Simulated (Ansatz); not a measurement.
Levels about the gap of amorphous Si$_{24}$O$_{47}$Cl$_{2}$ (73 atoms in a cell of 1127 Å³, 2.21 g/cm³; zone centre alone, so wide bands show as single levels with stretches between that a denser mesh fills), at the geometry that PBE relaxed, where it gives 0.0 GPa on a denser mesh. The participation number counts the atoms over which a state spreads; weights are charges in smoothed Voronoi cells. The levels come from a single point, so bond lengths are those of that geometry. Method of the levels: r2SCAN, scalar-relativistic without spin-orbit coupling (Ansatz, a first-principles code). Sampling: the zone centre alone; Fermi-Dirac width 0.02 eV; no spin polarisation. At PBE the levels at the filled edge of the gap are localised (band-tail or defect states).

It comes from a melt-quench run on a machine-learned potential (CHGNet), relaxed afterwards by DFT. Anions were pushed apart under 1.9 Å during the dynamics, to hinder bonds among them. The hot cell started wider than the set density and was brought back towards it in steps. It is the lowest in DFT energy of 2 quenches. It is a model cell: composition and starting density were chosen by hand, and all elements were melted together. No dispersion term was used. Its density started from a set value of 2.21 and ended at 2.21 g/cm³. Cooling (nominally 400 K/ps over its main leg) ran many orders faster than in experiment, which tends to leave more defects and strain. One small periodic cell is one sample of the glass; other quenches scatter about these values. The volume was free in the relaxation, at fixed shape. Stress components on the final sampling reach 1.7 GPa.

```json
[
 {"E - E(highest filled), eV": "-0.32", "filling": "filled", "participation number": "13.8", "largest on": "O, 2 neighbours", "weight O": "0.91", "weight Cl": "0.06", "weight Si": "0.03"},
 {"E - E(highest filled), eV": "-0.32", "filling": "filled", "participation number": "23.4", "largest on": "Cl, 1 neighbours", "weight O": "0.81", "weight Cl": "0.16", "weight Si": "0.03"},
 {"E - E(highest filled), eV": "-0.29", "filling": "filled", "participation number": "10.4", "largest on": "Cl, 1 neighbours", "weight O": "0.69", "weight Cl": "0.27", "weight Si": "0.04"},
 {"E - E(highest filled), eV": "-0.23", "filling": "filled", "participation number": "5.8", "largest on": "Cl, 1 neighbours", "weight O": "0.56", "weight Cl": "0.40", "weight Si": "0.03"},
 {"E - E(highest filled), eV": "-0.20", "filling": "filled", "participation number": "10.3", "largest on": "O, 2 neighbours", "weight O": "0.88", "weight Cl": "0.08", "weight Si": "0.04"},
 {"E - E(highest filled), eV": "-0.15", "filling": "filled", "participation number": "10.5", "largest on": "Cl, 1 neighbours", "weight O": "0.58", "weight Cl": "0.39", "weight Si": "0.03"},
 {"E - E(highest filled), eV": "0.00", "filling": "filled", "participation number": "3.6", "largest on": "Cl, 1 neighbours", "weight O": "0.26", "weight Cl": "0.71", "weight Si": "0.03"},
 {"E - E(highest filled), eV": "5.80", "filling": "empty", "participation number": "67.4", "largest on": "O, 2 neighbours", "weight O": "0.71", "weight Cl": "0.02", "weight Si": "0.27"},
 {"E - E(highest filled), eV": "7.23", "filling": "empty", "participation number": "39.3", "largest on": "Si, 4 neighbours", "weight O": "0.63", "weight Cl": "0.01", "weight Si": "0.35"},
 {"E - E(highest filled), eV": "7.51", "filling": "empty", "participation number": "34.9", "largest on": "Si, 4 neighbours", "weight O": "0.61", "weight Cl": "0.06", "weight Si": "0.34"},
 {"E - E(highest filled), eV": "7.65", "filling": "empty", "participation number": "40.2", "largest on": "Si, 4 neighbours", "weight O": "0.66", "weight Cl": "0.04", "weight Si": "0.30"},
 {"E - E(highest filled), eV": "7.70", "filling": "empty", "participation number": "44.6", "largest on": "Si, 4 neighbours", "weight O": "0.69", "weight Cl": "0.01", "weight Si": "0.30"},
 {"E - E(highest filled), eV": "7.85", "filling": "empty", "participation number": "49.2", "largest on": "O, 2 neighbours", "weight O": "0.68", "weight Cl": "0.03", "weight Si": "0.29"},
 {"E - E(highest filled), eV": "8.02", "filling": "empty", "participation number": "49.8", "largest on": "O, 2 neighbours", "weight O": "0.75", "weight Cl": "0.02", "weight Si": "0.22"}
]
```

Most localised among these is the filled level at +0.00 eV, on a Cl atom, which has 1 neighbours (Si 2.00 Å).
